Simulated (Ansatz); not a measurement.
Worked example: relaxation of cell and atoms of SrZnIn₃ (I4mm, 5 atoms in the cell) in Ansatz (a first-principles code).

Method: LDA (PW92), PAW files made with PBE (plane waves; Ansatz).

```
SrZnIn3
1.0
   -2.33755     2.33755     6.12101
    2.33755    -2.33755     6.12101
    2.33755     2.33755    -6.12101
Sr Zn In
1 1 3
Cartesian
  0.00000   0.00000   0.05852
  0.00000   0.00000   7.51623
  0.00000   2.33755   2.96232
  2.33755   0.00000   2.96232
  0.00000   0.00000   4.86375
```

Reference input (self-consistent single point, DFT, LDA (PW92), plane waves, PAW files made with PBE): kpoints.mp_grid.grid = 5 5 5; hamiltonian.xc = lda; hamiltonian.pseudopotentials = {kind: paw} (an earlier, softer set of the program's PAW files); scf.occupations.method = fermi_dirac; scf.occupations.width = 0.1 eV. This run's input differs from it in these lines:

```diff
@@ -19,2 +19,4 @@
   occupations: { method: fermi_dirac, width: 0.1 eV }
+relax:
+  cell: {}
 output:
```

Output (repeated stretches shortened):

```
   [... SCF lines of the steps left out ...]
relax step   1: F+E_penalty+E_count = -23063.95277562 eV  Δ(F+E_penalty+E_count) = +0.000e0 eV  max|allowed force component| = 7.086e-2 eV/Å  Δτ_max = 0.0000 Å  P = -4.142 GPa  Ω = 133.785 Å³  (10 SCF iters, dr2 threshold 1.00e-7 eV, accepted)
relax step   2: F+E_penalty+E_count = -23064.13098703 eV  Δ(F+E_penalty+E_count) = -1.782e-1 eV  max|allowed force component| = 4.558e-1 eV/Å  Δτ_max = 0.0416 Å  P = +0.144 GPa  Ω = 121.067 Å³  energy of the carried Pulay correction = +1.368e-3 eV  [...]
   [... lines left out ...]
relax step   5: F+E_penalty+E_count = -23064.14440411 eV  Δ(F+E_penalty+E_count) = -6.949e-5 eV  max|allowed force component| = 3.014e-3 eV/Å  Δτ_max = 0.0041 Å  P = +0.005 GPa  Ω = 121.190 Å³  energy of the carried Pulay correction = +1.354e-3 eV  [...]
relax step   6: F+E_penalty+E_count = -23064.14318695 eV  Δ(F+E_penalty+E_count) = +1.217e-3 eV  max|allowed force component| = 3.260e-3 eV/Å  Δτ_max = 0.0000 Å  P = -0.000 GPa  Ω = 121.190 Å³  stress off target by 3.10e-2 GPa  SCF on the basis [...]
basis re-selected at this cell: Δ(F+E_penalty+E_count) = +1.217e-3 eV, ΔP = -0.005 GPa vs the last step
the relaxation is at rest under the 8 symmetry operations that the run kept from its start: a minimum is not shown …
Free energy (F): -23064.143187 eV
Internal energy: -23064.089058 eV  (E = F + TS)
E sigma→0 (E₀):  -23064.116122 eV
Entropy (-TS):   -0.054129 eV (-10.826 meV/atom)
Fermi energy:    10.273677 eV
--- Forces (eV/Å), atoms counted from 1 ---
  atom   1  Sr     0.00000000     0.00000000     0.00037975
   [... lines left out ...]
  cell:  # Å, volume = 121.1901 Å³
   [... lines left out ...]
  atoms:
    - { symbol: Sr, position: [0.004304451427463749, 0.004304451427463749, -2.1445708947566207e-34] }
    - { symbol: Zn, position: [0.6154069326791688, 0.6154069326791688, 1.7422115428662648e-33] }
    - { symbol: In, position: [0.74144759977763, 0.24144759977763, 0.5] }
    - { symbol: In, position: [0.24144759977763, 0.74144759977763, 0.5] }
    - { symbol: In, position: [0.3974034163381071, 0.3974034163381071, -2.692360678321241e-33] }
```

The run converged. 

Summary of the result:
| Quantity | Value |
|---|---|
| Free energy E − TS (on the zero of these files) | -23064.1432 eV |
| Fermi level (on the code's own zero) | 10.27 eV |
| Pressure | 0.00 GPa |
| Largest force (vector length) | 0.003 eV/Å |
| Final cell | a = b = c = 6.670 Å, α = β = 140.06°, γ = 57.76° |
| Final volume per atom | 24.24 Å³ |
| Relaxation steps | 6 |

The starting cell comes from a database of computed structures (which also holds hypothetical and non-ambient phases and stackings), without a prior relaxation at this level. Its lattice was rescaled by a random factor within 2.5 % of one. The relaxation keeps the symmetry of its start, so its end need not be a minimum. Ansatz's pressure includes its estimate of the finite-basis (Pulay) stress.

Cost on one core of a shared machine: roughly 2 min.

Keys are those of Ansatz 0.2.
